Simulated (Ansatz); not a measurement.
Subject: the formation energy of Ir_Ru in Ru (hcp, P6₃/mmc). Reaction: 63 Ru (hcp) + Ir (fcc) → cell A.

Cell A: a supercell of 64 sites of Ru (hcp, P6₃/mmc) with Ir on a Ru site (12 Ru at 2.67–2.73 Å); spin state with PBE: run without spin, k-point mesh 4×4×4.
```xyz
64
Lattice="10.8877 0.0000 0.0000 -5.4439 9.4291 0.0000 0.0000 0.0000 8.5878" Properties=species:S:1:pos:R:3 pbc="T T T"
Ru    -0.0005     0.0003     0.0000
Ru    -0.0001     1.5707     2.1465
Ru    -0.0004     0.0002     4.2939
Ru    -0.0001     1.5707     6.4413
Ru    -1.3619     2.3567     0.0000
Ru    -1.3617     3.9291     2.1465
Ru    -1.3613     2.3571     4.2939
Ru    -1.3617     3.9291     6.4413
Ru    -2.7219     4.7140     0.0000
Ru    -2.7219     6.2865     2.1466
Ru    -2.7219     4.7140     4.2939
Ru    -2.7219     6.2865     6.4413
Ru    -4.0832     7.0716     0.0000
Ru    -4.0825     8.6431     2.1466
Ru    -4.0826     7.0720     4.2939
Ru    -4.0825     8.6431     6.4413
Ru     2.7219     0.0003     0.0000
Ru     2.7219     1.5683     2.1448
Ru     2.7219    -0.0004     4.2939
Ru     2.7219     1.5683     6.4430
Ru     1.3592     2.3560     0.0000
Ru     1.3559     3.9258     2.1390
Ru     1.3580     2.3532     4.2939
Ru     1.3559     3.9258     6.4488
Ru    -0.0020     4.7136     0.0000
Ru    -0.0027     6.2876     2.1448
Ru    -0.0050     4.7140     4.2939
Ru    -0.0027     6.2876     6.4430
Ru    -1.3607     7.0716     0.0000
Ru    -1.3614     8.6431     2.1466
Ru    -1.3613     7.0720     4.2939
Ru    -1.3614     8.6431     6.4413
Ru     5.4444     0.0003     0.0000
Ru     5.4439     1.5707     2.1465
Ru     5.4443     0.0002     4.2939
Ru     5.4439     1.5707     6.4413
Ru     4.0847     2.3560     0.0000
Ru     4.0880     3.9258     2.1390
Ru     4.0859     2.3532     4.2939
Ru     4.0880     3.9258     6.4488
Ru     2.7219     4.7145     0.0000
Ru     2.7219     6.2919     2.1390
Ir     2.7219     4.7145     4.2939
Ru     2.7219     6.2919     6.4488
Ru     1.3608     7.0740     0.0000
Ru     1.3603     8.6438     2.1465
Ru     1.3589     7.0764     4.2939
Ru     1.3603     8.6438     6.4413
Ru     8.1658     0.0011     0.0000
Ru     8.1658     1.5715     2.1474
Ru     8.1658     0.0003     4.2939
Ru     8.1658     1.5715     6.4405
Ru     6.8058     2.3567     0.0000
Ru     6.8056     3.9291     2.1465
Ru     6.8051     2.3571     4.2939
Ru     6.8056     3.9291     6.4413
Ru     5.4459     4.7136     0.0000
Ru     5.4466     6.2876     2.1448
Ru     5.4489     4.7140     4.2939
Ru     5.4466     6.2876     6.4430
Ru     4.0831     7.0740     0.0000
Ru     4.0836     8.6438     2.1465
Ru     4.0850     7.0764     4.2939
Ru     4.0836     8.6438     6.4413
```

Reference: Ru (hcp, P6₃/mmc), 64 atoms in the cell, the relaxed perfect crystal repeated, atoms not moved again; spin state with PBE: run without spin, k-point mesh 4×4×4 on the run's own vectors.

Reference: Ir (fcc, Fm-3m), 1 atom in the cell; spin state with PBE: run without spin, k-point mesh 26×26×26 on the run's own vectors. Conventional cell: a = 3.872 Å, b = 3.872 Å, c = 3.872 Å, α = 90.00°, β = 90.00°, γ = 90.00°.

All numbers come from Ansatz (a program for electronic structure), plane waves with PAW, its default PAW set, cutoff 420 eV. The structures are at rest with PBE, within the held lattices. Neutral cells; Fermi-Dirac smearing of at most 0.10 eV in the solids, energies taken to zero width. Larger cells are relaxed from a start prepared with the learned potential CHGNet, on a coarser mesh till forces fall under 0.03 eV/Å, which some starts already meet. A dispersion term (D3(BJ), or D4 for r2SCAN) was computed beside these levels and is taken off wherever the name lacks it. Space groups of crystals are read within 0.01 Å. Static lattices, no vibrational contributions. The structures are the rest points that the relaxations reached, not proven lowest. Spin-orbit coupling is left out. Values are for these cell sizes. Mesh and cell size may move defect energies by 0.1 eV or more. Cell A has symmetry P-6m2 within 0.02 Å and got no random move, so less symmetric positions, which may lie lower, weren't tried.

Question: What is the computed value (PBE)?

Answer: -0.22 eV, for 63 Ru (hcp) + Ir (fcc) → cell A.
